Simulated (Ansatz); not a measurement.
# A series of runs on ReRu (Pmma, 4 atoms in the cell)

```
ReRu
1.0
    4.23050     0.00000     0.00000
    0.00000     2.80046     0.00000
    0.00000     0.00000     4.31920
Ru Re
2 2
Direct
  0.75000   0.50000   0.31250
  0.25000   0.50000   0.68750
  0.75000   0.00000   0.81250
  0.25000   0.00000   0.18750
```

Base run A: Ansatz (a first-principles code) with PBE, self-consistent single point.

Its settings: basis.ecutwfc = 420 eV; kpoints.mp_grid.grid = 9 14 9; hamiltonian.xc = pbe; hamiltonian.pseudopotentials = {kind: paw} (the program's default PAW files); scf.occupations.method = methfessel_paxton; scf.occupations.width = 0.272 eV.

The starting cell was generated: these elements placed on a structure prototype, without a prior relaxation; it need not be a known phase or ordering of this composition. Its lattice was rescaled by a random factor within 2.5 % of one. Spin polarisation is off. In the base run, with a pressure of about 52 GPa the cell is away from its equilibrium volume at this level. In the base run, forces exceed 1 eV/Å. Ansatz's pressure includes its estimate of the finite-basis (Pulay) stress.

ΔF is the free energy per atom less that of run A. 

```json
[
 {"run": "A", "scf.mixing.algorithm, scf.mixing.beta": "default (the program chose MSR1), default", "ΔF (meV/atom)": "0.00", "pressure (GPa)": "51.89", "largest force (eV/Å)": "1.003", "iterations": "6"},
 {"run": "B", "scf.mixing.algorithm, scf.mixing.beta": "anderson, 0.02", "ΔF (meV/atom)": "0.00", "pressure (GPa)": "51.89", "largest force (eV/Å)": "1.003", "iterations": "12"},
 {"run": "C", "scf.mixing.algorithm, scf.mixing.beta": "anderson, 0.05", "ΔF (meV/atom)": "0.00", "pressure (GPa)": "51.89", "largest force (eV/Å)": "1.003", "iterations": "12"},
 {"run": "D", "scf.mixing.algorithm, scf.mixing.beta": "anderson, 0.1", "ΔF (meV/atom)": "0.00", "pressure (GPa)": "51.89", "largest force (eV/Å)": "1.003", "iterations": "10"},
 {"run": "E", "scf.mixing.algorithm, scf.mixing.beta": "anderson, 0.2", "ΔF (meV/atom)": "0.00", "pressure (GPa)": "51.89", "largest force (eV/Å)": "1.003", "iterations": "9"},
 {"run": "F", "scf.mixing.algorithm, scf.mixing.beta": "anderson, 0.3", "ΔF (meV/atom)": "0.00", "pressure (GPa)": "51.89", "largest force (eV/Å)": "1.003", "iterations": "8"},
 {"run": "G", "scf.mixing.algorithm, scf.mixing.beta": "anderson, 0.5", "ΔF (meV/atom)": "0.00", "pressure (GPa)": "51.89", "largest force (eV/Å)": "1.003", "iterations": "7"},
 {"run": "H", "scf.mixing.algorithm, scf.mixing.beta": "anderson, 0.7", "ΔF (meV/atom)": "0.00", "pressure (GPa)": "51.89", "largest force (eV/Å)": "1.003", "iterations": "7"},
 {"run": "I", "scf.mixing.algorithm, scf.mixing.beta": "anderson, 0.9", "ΔF (meV/atom)": "0.00", "pressure (GPa)": "51.89", "largest force (eV/Å)": "1.003", "iterations": "7"},
 {"run": "J", "scf.mixing.algorithm, scf.mixing.beta": "anderson, 1", "ΔF (meV/atom)": "0.00", "pressure (GPa)": "51.89", "largest force (eV/Å)": "1.003", "iterations": "7"}
]
```

Runs B, C, D, E, F, G, H, I, J ended on the same solution as A (within 1 meV/atom). The fewest iterations to that state were 6 (A); the most were 12.

Keys are those of Ansatz 0.2.
